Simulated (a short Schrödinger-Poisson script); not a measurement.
# Symmetric double-gate stack, Si3N4 on p-type Ge(111)

Structure: symmetric double-gate stack, Si3N4 on p-type Ge(111), at 300 K.

| layer | material | thickness (nm) | Na (cm⁻³) |
|---|---|---|---|
| 1 | Si3N4 | 3.1 | - |
| 2 | Ge | 8 | 1e16 |
| 3 | Si3N4 | 3.1 | - |

The device is made up for the run: typed textbook-type constants, with dimensions and the other settings drawn at random. Si3N4: permittivity 7.5, conduction-band edge (eV) 1.9, gap (eV) 5.1, electron mass (mₑ) 0.5. Ge: permittivity 16, conduction-band edge (eV) 0, gap (eV) 0.664, Nv at 300 K (cm⁻³) 6e18.

Channel valleys (confinement mass, in-plane density-of-states mass, number): L1 1.59, 0.08, 1; L3 0.09, 0.34, 3. At the gates, both at one voltage, the conduction-band edge of layer 1 lies 1.89 eV − eVg above the Fermi level of the channel. Gaps are held at their typed values at every temperature. Mesh 0.03 nm at interfaces.

From a short Schrödinger-Poisson script (our own, NumPy): 1D Poisson equation in equilibrium, electrons quantum, Hartree (BenDaniel-Duke, 12 states a valley, the channel's in-plane mass for all, wave functions free to enter the dielectric), parabolic valleys, classical holes, full ionisation, no traps, pinning or gate leakage.

| Vg (V) | electrons (cm⁻²) | C (μF/cm²) | L1 E0 (meV) | L1 E1 (meV) | L3 E0 (meV) | L3 E1 (meV) |
|---|---|---|---|---|---|---|
| -0.1 | 9.90e10 | 0.524 | 98.8 | 109.3 | 135.6 | 261.7 |
| -0.05 | 3.92e11 | 1.40 | 63.2 | 73.0 | 99.7 | 224.9 |
| 0 | 9.49e11 | 2.11 | 40.2 | 48.8 | 76.4 | 199.8 |
| 0.05 | 1.68e12 | 2.51 | 25.2 | 32.3 | 61.1 | 182.4 |
| 0.1 | 2.50e12 | 2.75 | 14.2 | 19.9 | 50.1 | 169.1 |
| 0.15 | 3.38e12 | 2.90 | 5.4 | 9.8 | 41.6 | 158.3 |
| 0.2 | 4.30e12 | 3.00 | -2.1 | 1.1 | 34.7 | 149.0 |
| 0.25 | 5.25e12 | 3.08 | -9.0 | -6.7 | 28.9 | 140.9 |
| 0.3 | 6.22e12 | 3.14 | -15.4 | -13.7 | 23.9 | 133.7 |
| 0.35 | 7.21e12 | 3.20 | -21.5 | -20.3 | 19.5 | 127.0 |
| 0.4 | 8.22e12 | 3.24 | -27.5 | -26.6 | 15.4 | 120.8 |
| 0.45 | 9.23e12 | 3.27 | -33.2 | -32.6 | 11.8 | 115.1 |
| 0.5 | 1.03e13 | 3.30 | -38.8 | -38.3 | 8.4 | 109.6 |
| 0.55 | 1.13e13 | 3.33 | -44.2 | -43.9 | 5.2 | 104.5 |
| 0.6 | 1.23e13 | 3.35 | -49.5 | -49.3 | 2.2 | 99.6 |
| 0.65 | 1.34e13 | 3.38 | -54.7 | -54.6 | -0.6 | 94.9 |
| 0.7 | 1.44e13 | 3.40 | -59.8 | -59.7 | -3.2 | 90.4 |
| 0.75 | 1.55e13 | 3.42 | -64.8 | -64.7 | -5.8 | 86.0 |
| 0.8 | 1.66e13 | 3.43 | -69.8 | -69.7 | -8.2 | 81.8 |
| 0.85 | 1.77e13 | 3.45 | -74.6 | -74.5 | -10.6 | 77.8 |
| 0.9 | 1.87e13 | 3.47 | -79.3 | -79.3 | -12.8 | 73.8 |

Subbands count from the Fermi level. The capacitance is that of both gates.

Only the L valleys are kept; under strong confinement the Δ valleys of Ge fill too.
